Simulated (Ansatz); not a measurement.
The (111) surface of alpha tin in its 1x1 cell, outermost plane spacing 0.96 Å in the ideal cut

Method: r2SCAN, at the PBE geometry (plane waves to 500 eV, PAW; Ansatz, a program for electronic structure).

Slab: 8 atoms, 12.5 Å thick at the start; k 9x9x1, smearing 0.1 eV, dipole-corrected; single point; on the structure that PBE left under its start's symmetry; no spin, no spin-orbit, no U.

| Property | Value |
|---|---|
| surface energy (mean of both faces) | 0.78 J/m² |
| work function of the top face | 4.51 eV |
| cost | around 120 core-seconds (rough) |
